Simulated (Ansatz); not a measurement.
Start from SiO$_{2}$ in the rutile structure (space group P4_2/mnm, No. 136; a = 4.185 Å, c = 2.668 Å). Axes: x, y, z lie along a, b, c of the conventional cell.

One thing is altered: strain tensor (xx, yy, zz, yz, xz, xy) = (−0.99, −0.07, +1.97, +0.82, −0.22, −0.61) %, atoms relaxed at fixed cell.

Levels (all Ansatz, a quantum-chemistry and plane-wave program, PAW, earlier PAW set): r2SCAN (500 eV, no SOC); HSE06 (420 eV, scalar-relativistic without spin-orbit coupling).

The geometry is relaxed with r2SCAN.

| Property | Value |
|---|---|
| r2SCAN band gap | 6.23 eV |

With HSE06 at the same geometry, the band gap rises by 1.14 eV (6.23 eV → 7.37 eV).

Single points use the geometry relaxed with r2SCAN. Stability against distortions was not tested.
